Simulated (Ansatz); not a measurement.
**Response to strain in MgS**

The reference is MgS in the rock salt structure (space group Fm-3m, No. 225).

```yaml
crystal:
  lattice:
    - [0.00000, 2.60256, 2.60256]
    - [2.60256, 0.00000, 2.60256]
    - [2.60256, 2.60256, 0.00000]
  atoms:
    - { symbol: S, position: [0.00000, 0.00000, 0.00000] }
    - { symbol: Mg, position: [0.50000, 0.50000, 0.50000] }
```

Cartesian axes are those of the cell as printed.

Strains are applied to the cell and any free atomic positions relax; under biaxial strain the out-of-plane vector relaxes too; under stress the whole cell relaxes.

The values are results of plane-wave PAW DFT at the r2SCAN level (Ansatz, a first-principles code, 500 eV), scalar-relativistic without spin-orbit coupling, earlier PAW set, not measurements.

Candidates:
(a) biaxial strain +3.66 %, plane normal [001], relaxed out of plane
(b) isotropic strain +2.22 %
(c) uniaxial stress, 8 GPa tension along z
(d) biaxial strain −4.72 %, plane normal [001], relaxed out of plane

Notes on the quantities. energy relative to the base: free energy F.

### Question
Order them by energy relative to the base, highest first.

### Answer
(c) uniaxial stress, 8 GPa tension along z (+69 meV/atom), (d) biaxial strain −4.72 %, plane normal [001], relaxed out of plane (+51 meV/atom), (a) biaxial strain +3.66 %, plane normal [001], relaxed out of plane (+22 meV/atom), (b) isotropic strain +2.22 % (+18 meV/atom)

Beyond what the load breaks, stability against distortions was not tested.
